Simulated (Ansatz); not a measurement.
A relaxation of the atoms of Ta₃W (I4mm, 4 atoms in the cell) with Ansatz (a first-principles code).

Level of theory: LDA (PW92), default PAW files made with PBE (plane waves; Ansatz).

The change in words: one atom moved by 0.15 angstrom; relax: default → atoms; relax.f_tol: default → 0.002 eV/Å. Reference geometry:
```
CELL_PARAMETERS angstrom
      0.00000     3.25084     3.25084
      3.25084     0.00000     3.25084
      3.25084     3.25084     0.00000
ATOMIC_POSITIONS crystal
  Ta 0.25000 0.25000 0.25000
  Ta 0.75000 0.75000 0.75000
  Ta 0.50000 0.50000 0.50000
  W  0.00000 0.00000 0.00000
```

Reference input (self-consistent single point, DFT, LDA (PW92), plane waves, default PAW files made with PBE): basis.ecutwfc = 30.9 Ry; kpoints.mp_grid.grid = 9 9 9; hamiltonian.xc = lda; hamiltonian.pseudopotentials = {kind: paw} (the program's default PAW files); scf.occupations.method = gaussian; scf.occupations.width = 0.0073 Ry. This run's input differs from it in these lines:

```diff
@@ -8,3 +8,3 @@
     - { symbol: Ta, position: [0.750000, 0.750000, 0.750000] }
-    - { symbol: Ta, position: [0.500000, 0.500000, 0.500000] }
+    - { symbol: Ta, position: [0.523071, 0.523071, 0.476929] }
     - { symbol: W, position: [0.000000, 0.000000, 0.000000] }
@@ -19,2 +19,4 @@
   occupations: { method: gaussian, width: 0.0073 Ry }
+relax:
+  f_tol: 0.002
 output:
```

The program printed (abridged):

```
   [... SCF lines of the steps left out ...]
relax step   1: F+E_penalty+E_count = -39177.69823357 eV  Δ(F+E_penalty+E_count) = +0.000e0 eV  max|allowed force component| = 1.873e0 eV/Å  Δτ_max = 0.0000 Å  (6 SCF iters, dr2 threshold 1.00e-7 eV, accepted)
relax step   2: F+E_penalty+E_count = -39177.75795390 eV  Δ(F+E_penalty+E_count) = -5.972e-2 eV  max|allowed force component| = 1.405e0 eV/Å  Δτ_max = 0.1968 Å  (6 SCF iters, dr2 threshold 1.00e-4 eV, accepted)
relax step   3: F+E_penalty+E_count = -39177.83746929 eV  Δ(F+E_penalty+E_count) = -7.952e-2 eV  max|allowed force component| = 1.358e-2 eV/Å  Δτ_max = 0.0844 Å  (6 SCF iters, dr2 threshold 1.00e-4 eV, accepted)
relax step   4: F+E_penalty+E_count = -39177.83746930 eV  Δ(F+E_penalty+E_count) = -2.023e-9 eV  max|allowed force component| = 1.363e-2 eV/Å  Δτ_max = 0.0000 Å  (6 SCF iters, accepted)
relax step   5: F+E_penalty+E_count = -39177.83747812 eV  Δ(F+E_penalty+E_count) = -8.822e-6 eV  max|allowed force component| = 6.838e-5 eV/Å  Δτ_max = 0.0009 Å  (6 SCF iters, accepted)
the relaxation is at rest under the 8 symmetry operations that the run kept from its start: a minimum is not shown …
Free energy (F): -39177.837478 eV
Internal energy: -39177.816206 eV  (E = F + TS)
E sigma→0 (E₀):  -39177.826842 eV
Entropy (-TS):   -0.021272 eV (-5.318 meV/atom)
Fermi energy:    19.384229 eV
--- Forces (eV/Å), atoms counted from 1 ---
  atom   1  Ta     0.00000000    -0.00000000    -0.00002320
  atom   2  Ta     0.00000000     0.00000000    -0.00002320
  atom   3  Ta     0.00000000     0.00000000     0.00006779
  atom   4  W      0.00000000    -0.00000000    -0.00002377
--- Stress (GPa, compression-positive) ---
       -7.300312       0.000000      -0.000000
   [... lines left out ...]
  atoms:
    - { symbol: Ta, position: [0.25576790418717943, 0.25576790418717943, 0.24423209581282057] }
    - { symbol: Ta, position: [0.7557679041871794, 0.7557679041871794, 0.7442320958128208] }
    - { symbol: Ta, position: [0.5057670599679084, 0.5057670599679084, 0.4942329400320916] }
    - { symbol: W, position: [0.0057681316577328345, 0.0057681316577328345, -0.0057681316577328345] }
```

The run converged.  The full log also holds: “iter 5 did not close the SCF: its close was put off for the readings that it lacked (scf_convergence_deferred on its scf_iter line)”. The full log also holds: “iter 4 did not close the SCF: its close was put off for the readings that it lacked (scf_convergence_deferred on its scf_iter line)”.

Summary of the result:
- Free energy E − TS (on the zero of these files) = -39177.8375 eV
- Fermi level (on the code's own zero) = 19.38 eV
- Pressure = -7.30 GPa
- Relaxation steps = 5

The starting cell comes from a database of computed structures (which also holds hypothetical and non-ambient phases and stackings), without a prior relaxation at this level. Its lattice was rescaled by up to half a per cent. For this run, on top of that: one atom moved by 0.15 angstrom. Spin polarisation is off. The relaxation keeps the symmetry of its start, so its end need not be a minimum. Ansatz's pressure includes its estimate of the finite-basis (Pulay) stress.

Cost on one core of a shared machine: roughly 60 s.

Keys are those of Ansatz 0.2.
